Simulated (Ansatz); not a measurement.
A computed series for Ta2N: response to strain

Consider Ta₂N in the anti-CdI2 type structure (space group P-3m1, No. 164; a = 3.075 Å, c = 4.851 Å).

Strains are applied to the cell and any free atomic positions relax.

Level of theory: Ansatz (a quantum-chemistry and plane-wave program) PBE-D3(BJ), without spin-orbit coupling.

Notes on the quantities. pressure: mean of the normal stresses, compression positive.

```csv
isotropic strain (%),pressure (GPa)
-2.4,24.6
-2.02,20.2
-0.69,6.3
-0.67,?
0,0.0
0.46,-3.8
1.72,-13.2
4.86,-29.4
```

Task: Fit P = P₀ − Bδ + Cδ² with δ = (1 + ε)³ − 1 to the rows shown and predict the withheld row.

Result: Least squares on the printed values gives P₀ = 0.2 GPa, B = 297 GPa (at held cell shape), C = 681 GPa (largest residual 0.3 GPa); this predicts 6.4 GPa, and the run gives 6.1 GPa, 0.3 lower.

Whether these cells are dynamically stable was not tested. The final runs are not spin-polarised. An odd electron count without spin: Ta2N.
